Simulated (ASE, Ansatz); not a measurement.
One thermal frame of composition Zr3Cu5, cell Zr18Cu30, brought to this temperature after a much hotter stage [in the CHGNet run: it was liquid; mean temperature 1421 K (target 1350 K); density 6.98 g/cm³, volume +10 % from the start cell's], 1350 K, computed in Ansatz (plane waves, PAW) at several levels on the same positions and k-sampling (one point, (1/4, 1/4, 1/4)); no spin polarisation or spin-orbit coupling.

The frame comes from MD with CHGNet (ASE). The base level is PBE (cutoff 420 eV), whose static pressure on this k-sampling is -0.4 GPa. On the run's last frame a denser k-mesh moved the forces by 0.047 eV/Å rms, the static pressure by 0.00 GPa and the free energy by -2 meV/atom, which is about how far such values are converged. That check is the base level's. Differences between levels on one k-sampling err less than the absolute values. Cutoffs of the other levels: 500 eV for r2SCAN, the files' default (420 eV for most) otherwise. Volume per atom 17.58 Å³.

```json
[
 {"level": "PBE", "static pressure less the base's (GPa)": "0", "rms force change from the base (eV/Å)": "0", "cost": "(base)"},
 {"level": "r2SCAN", "static pressure less the base's (GPa)": "…", "rms force change from the base (eV/Å)": "0.07", "cost": "about 3 core-minutes (a rough figure)"}
]
```

Problem. What belongs in the gaps?

Solution. 
- r2SCAN, static pressure less the base's (GPa): -2.6

Ansatz is a quantum-chemistry and plane-wave program.
